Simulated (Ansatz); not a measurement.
Consider the following.

```xyz
2
Lattice="2.6129 0.0000 0.0000 -1.3065 2.2629 0.0000 0.0000 0.0000 4.6380" Properties=species:S:1:pos:R:3 pbc="T T T"
Zn     1.3065     0.7543     3.4785
Zn     0.0000     1.5086     1.1595
```

No spin polarisation.

Method: Ansatz (an electronic-structure program), PBEsol, PAW, cutoff 420 eV, no spin-orbit coupling. Γ-centred 25×25×13 mesh, Fermi–Dirac width 0.1 eV.

Predict the stress and space group.

The stress (xx, yy, zz, yz, xz, xy; compression positive) comes out as (1.9, 1.9, 3.3, 0.0, 0.0, 0.0) GPa and the space group is P6_3/mmc (No. 194).

The cells carry an imposed strain or load. No phonon test of stability was made. The cell was made from Zn in the hcp (Mg type) structure (space group P6_3/mmc, No. 194) by this change: uniaxial strain ε_zz = −3.00 %.
